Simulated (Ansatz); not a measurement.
**CdSe: band gap against strain**

CdSe (zinc blende, F-43m, 27.101 Å³/atom at rest) under an equal strain ε in the (111) plane with the normal axis free, as in a coherent film. LDA in Ansatz, a plane-wave DFT program (PAW, default set), 420 eV, 10×10×10 Γ-centred mesh, Fermi-Dirac smearing 0.05 eV; ions are relaxed within the symmetry of each cell. Gaps are the smallest over the k-mesh and a band path, without spin-orbit coupling; in all rows the valence edge lies at about 0.0 Å⁻¹ from Γ and the conduction edge at Γ.

Here s stands for strain and Eg for gap.

| strain (%) | gap (eV) |
|---|---|
| 0.00 | 0.41 |
| 0.42 | 0.37 |
| 0.83 | 0.34 |
| 1.25 | 0.32 |
| 2.50 | ? |

The 4 complete rows are fitted with a straight line, Eg against s. Means: s 0.62500, Eg 0.360. About the means, the sum of products is -0.062400 and the sum of squares of s is 0.86530; the slope is their ratio. Least squares gives Eg = 0.405 - 0.0721·s. Residuals (row less fit): 0.005, -0.005, -0.005, 0.005; standard error 0.007 (degrees of freedom: 2). Over these rows the gap moves by -7.2 ± 0.8 eV per unit strain.

**Question.** Predict the withheld Eg at s = 2.50 from the fit, and compare with the calculation.

**Answer.** Eg = 0.405 - 0.0721 × 2.50 = 0.225 eV. The calculation gives 0.26 eV, 0.035 eV above the prediction (23.3 % of the range of Eg in the table). The row lies outside the fitted rows, so this is an extrapolation. From the scatter of the fitted rows alone, a prediction at this place has a standard error of 0.016 eV, so the miss is 2.2 times that.

One order more, fitted to all 7 runs of the series, follows each within 0.01, so the miss is the next term of a smooth law. CdSe stands in this structure, whereas wurtzite is the usual form. Spin-orbit coupling is left out, which can shift this property for CdSe. Rows are the converged runs of the series near zero and its far end; series whose fitted rows scatter by over a few per cent of the range, as at a crossing or softening among them, aren't shown in this form. Most that stay on the fit to the last digits aren't either.
